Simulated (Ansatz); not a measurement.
The starting structures come from a database of crystals and need not be the phases stable at ambient conditions.

Tunnelling through a barrier is set by its complex band structure: the current falls as exp(−2κd) with the smallest κ.

Given:

```xyz
16
Lattice="5.7077 0.0000 0.0000 -0.9033 7.1155 0.0000 2.7198 2.4541 6.2150" Properties=species:S:1:pos:R:3 pbc="T T T"
V      2.5999     3.3310     2.1643
V      4.9243     6.2387     4.0507
Bi     4.6579     5.3746     0.1888
Bi     2.8663     4.1950     6.0262
Pb     5.6547     2.5007     4.2665
Pb     1.8694     7.0690     1.9485
O      3.1430     9.5120     6.0958
O      4.3812     0.0576     0.1192
O      6.1592     7.3973     4.4492
O      1.3649     2.1724     1.7658
O      5.1925     5.8623     2.3831
O      2.3316     3.7073     3.8318
O      4.9726     4.8025     5.0265
O      2.5516     4.7671     1.1884
O      4.0906     2.5674     1.9493
O      3.4336     7.0023     4.2657
```

Space group of this cell: P-1. The cell is taken as given; by PBEsol its mean pressure is -1.6 GPa.

Transport runs along the normal of the first two printed cell vectors.

The gap is the functional's own, uncorrected, and κ follows it; spin-orbit coupling is left out. Mid-gap values are interpolated between the computed energies.

Q: Predict the band gap and the smallest decay constant κ at mid-gap from PBEsol run with Ansatz (a first-principles code).

A: Gap 2.72 eV on a 6×6×6 mesh; κ = 0.393 1/Å, at the zone centre.
